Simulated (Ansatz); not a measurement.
The reference is NaCl in the rock salt structure (space group Fm-3m, No. 225; a = 5.6015 Å). Axes: x, y, z lie along the cube axes.

All numbers come from PBEsol (Ansatz, an electronic-structure program, PAW, spin-orbit coupling left out).

Base values:

```
Item                                Result
---------------------  -------------------
Band gap                           5.01 eV
Valence-band top at Γ  0.00, 0.00, 0.00 eV
Gap character                  direct at Γ
```

The change: a pure shear with ε_xy = ε_yx = 0.0029; the atoms relax in the strained cell.

How does this affect the stress, band gap, valence-band top at Γ, energy relative to the base and gap character?

The stress (xx, yy, zz, yz, xz, xy; compression positive) amounts to (0.01, 0.01, 0.01, 0.00, 0.00, -0.07) GPa; the band gap falls by 0.01 eV, from 5.01 eV to 5.00 eV; the valence-band top at Γ (three highest levels, from the VBM) goes from 0.00, 0.00, 0.00 eV to 0.00, -0.01, -0.02 eV; the energy stays essentially unchanged; the gap character is still direct at Γ.

Stability against distortions was not tested. Labels are those of the standard path for the cell's own space group.
